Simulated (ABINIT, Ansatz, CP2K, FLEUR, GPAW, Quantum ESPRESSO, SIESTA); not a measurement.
**B2Pt3 (Cm, 5 atoms in the cell) computed with different codes at matched settings**

Self-consistent single point.

```
B2Pt3
1.0
    2.74018    -1.58474     0.00000
    2.74018     1.58474     0.00000
   -0.03278     0.00000     7.36790
B Pt
2 3
Direct
  0.00038   0.00038   0.66725
  0.00035   0.00035   0.27967
  0.33261   0.33261   0.13869
  0.66682   0.66682   0.82567
  0.66883   0.66883   0.46373
```

All programs got the same cell, k-point mesh and kind of occupations (in Ansatz's words: kpoints.mp_grid.grid = 9 9 4; scf.occupations.method = fermi_dirac; scf.occupations.width = 0.1 eV); potentials, basis and cutoffs are each program's usual ones.

```tsv
code	model	pressure (GPa)	largest force (eV/Å)	k-points	cutoff
ABINIT	LDA (PW92), PAW (JTH v2.0 LDA PAW)	-13.26	0.449	95	42 Ry
CP2K	LDA (Pade form), GPW, DZVP-MOLOPT-SR-GTH basis, GTH-PADE potentials (GTH_POTENTIALS)	-46.62	2.592	163	grid 500 Ry
Quantum ESPRESSO	LDA (PZ), PSlibrary ultrasoft (LDA) pseudopotentials	-11.13	0.300	95	50 Ry
Ansatz	LDA (PW92), PAW files made with PBE	-13.75	0.486	95	default
FLEUR	LDA (Perdew-Zunger), all-electron FLAPW (FLEUR), scalar-relativistic valence	–	0.439	95	Kmax 4.5 1/bohr
SIESTA	LDA PW92, numerical atomic orbitals DZP, PseudoDojo LDA standard norm-conserving potentials (rewritten from UPF to PSML)	-14.64	0.375	167	grid 400 Ry
GPAW	LDA (Perdew-Wang 92), GPAW PAW datasets LDA (gpaw-data 1.0.1)	–	0.553	95	950 eV
```

Size of the force on each atom (eV/Å): Sizes of forces hide their directions.

```tsv
code	B1	B2	Pt3	Pt4	Pt5
ABINIT	0.305	0.139	0.363	0.449	0.082
CP2K	1.403	0.851	2.531	2.592	0.491
Quantum ESPRESSO	0.257	0.090	0.218	0.300	0.087
Ansatz	0.318	0.171	0.419	0.486	0.081
FLEUR	0.305	0.149	0.380	0.439	0.098
SIESTA	0.375	0.172	0.274	0.135	0.344
GPAW	0.362	0.207	0.479	0.553	0.084
```

A dash marks a value that a program does not give, or that is left out as unsure.

The spread over the programs that give each value: pressure within 35.49 GPa; largest force within 2.292 eV/Å.

The starting cell comes from a database of computed structures (which also holds hypothetical and non-ambient phases and stackings), without a prior relaxation at this level. On Ansatz's run: Spin-orbit coupling is off. Spin polarisation is off. In the base run, with a pressure of about -14 GPa the cell is away from its equilibrium volume at this level.

Why do the programs differ, and what cannot be compared?

Differences of this kind can come from the potentials, where these differ, and from what each basis and cutoff leave unconverged. The valence holds different numbers of electrons (ABINIT 36, CP2K 60, Quantum ESPRESSO 36, Ansatz (a program for electronic structure) 60, FLEUR 54, SIESTA 60, GPAW 54). The zero of total energies and Fermi levels follows the potentials and each program's conventions, so they are not compared here. CP2K and SIESTA use small atom-centred bases, whose incompleteness enters pressures, forces and empty levels differently from a plane-wave cutoff. FLEUR treats all electrons, but the usual bases taken here (sphere radii, linearisation, local orbitals, empty states) were not tested for convergence, so the values are no reference for the others. Ansatz's pressure is given at a fixed set of plane waves, as the other plane-wave codes print theirs; with its correction for the finite basis it is -13.67 GPa. The pressure of GPAW is left out: its cutoff lies under the one at which its stress was checked. The same LDA comes in different parametrisations, which differ slightly. The programs reduce the same mesh by symmetry to different extents, which changes the work and not the result. In the pressure, CP2K (by 33.36), Quantum ESPRESSO (by 2.14) and SIESTA (by 1.38) lie more than 1 GPa from the median of the plane-wave programs. In the force vectors, CP2K (by 2.141), Quantum ESPRESSO (by 0.174), SIESTA (by 0.333) and GPAW (by 0.088) lie more than 0.08 eV/Å from the median of the plane-wave programs.

Keys are those of Ansatz 0.2.
